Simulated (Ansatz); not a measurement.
Results of r²SCAN in Ansatz (PAW) for BN (model structure, started from the rocksalt type, Fm-3m, No. 225, 2 atoms in the cell).

Numerical settings: plane-wave cutoff 560 eV, 16×16×16 k mesh, Fermi–Dirac smearing 0.01 eV, scalar-relativistic PAW data made under PBE.

Computed at the level's own relaxed cell.

```xyz
2
Lattice="0.0000 1.7458 1.7458 1.7458 0.0000 1.7458 1.7458 1.7458 0.0000" Properties=species:S:1:pos:R:3 pbc="T T T"
N      0.0000     0.0000     0.0000
B      1.7458     1.7458     1.7458
```

Task: List the 5 lowest band energies at Γ above −25 eV (eV, relative to the valence band maximum), grouping those that round alike.

Result: At Γ: -23.71, -0.92 (×3), 9.78.

Note: the relaxation could raise the start's symmetry but not lower it, so the cell can be a saddle point.

A model structure was made by putting elements into a prototype or built by hand; it is no filed structure, need not be a known phase, and can be a saddle point held by its symmetry.

Ansatz is an electronic-structure program.
